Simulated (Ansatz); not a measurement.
# Amorphous Hf₁₈O₃₃N₂

A CHGNet melt-quench gave the starting glass, which DFT then relaxed. O and N atoms were pushed apart under 1.9 Å during the dynamics, to hinder bonds among them. The hot cell started wider than the set density and was brought back towards it in steps. It is the lowest in DFT energy of 2 quenches. It is a model cell: composition and starting density were chosen by hand, and all elements were melted together. No dispersion term was used.

Methods: PBE, scalar-relativistic without spin-orbit coupling (Ansatz, a first-principles code); r2SCAN, scalar-relativistic without spin-orbit coupling (Ansatz); HSE06, scalar-relativistic without spin-orbit coupling (Ansatz). Geometry, pressure, stress and energy are those of the PBE run. Its sampling: a 2×2×2 Γ-centred mesh; Fermi-Dirac width 0.02 eV; no spin polarisation. Other functionals are single points at the zone centre (r2SCAN at 500 eV; exact exchange cut at the cell's faces), free to take moments where seeds were set. At PBE the levels at the filled edge of the gap are localised (band-tail or defect states), and the nearest spread-out levels lie 3.5 eV apart at the zone centre.

```yaml
number_of_atoms_in_the_cell: 53
Density (held, not predicted): 9.17 g/cm^3
volume_per_atom: 12.88 Å³
Pressure on a 2×2×2 Γ-centred mesh: -1.73 GPa
Largest force and stress component on that mesh (the relaxation ran on the zone centre alone): 0.10 eV/Å and 1.8 GPa
Level gap on a 2×2×2 Γ-centred mesh (PBE): 3.16 eV
Level gap at the zone centre (PBE): 3.16 eV
Level gap at the zone centre (r2SCAN): 3.55 eV
Level gap at the zone centre (HSE06): 4.49 eV
```

Neighbours within Hf-Hf 3.34 Å, Hf-O 2.56 Å, Hf-N 2.71 Å, O-O 1.58 Å, O-N 1.64 Å, N-N 1.70 Å count as bonded. Two cations that share two anions don't count as bonded, nor two that share one unless they lie closer than Hf-Hf 3.25 Å.

```json
{
 "Mean coordination of Hf by anions": "6.33 (1 with 5, 10 with 6, 7 with 7)",
 "Mean coordination of O": "3.24 (1 with 2, 23 with 3, 9 with 4)",
 "Mean coordination of N": "3.50 (1 with 3, 1 with 4)",
 "Mean Hf-O bond": "2.162 Å (spread 0.115 Å, 107 counted)",
 "Mean Hf-N bond": "2.137 Å (spread 0.068 Å, 7 counted)"
}
```

Its density started from a set value of 9.17 g/cm³. The quench (nominally 380 K/ps over its main leg) was far faster than any real one, so the model tends to hold more defects than a real film. Values belong to this one cell and scatter from quench to quench. The volume was held where the preparation left it and the shape relaxed, at a PBE pressure of -1.7 GPa (tension). Stress components on the final sampling reach 1.8 GPa.
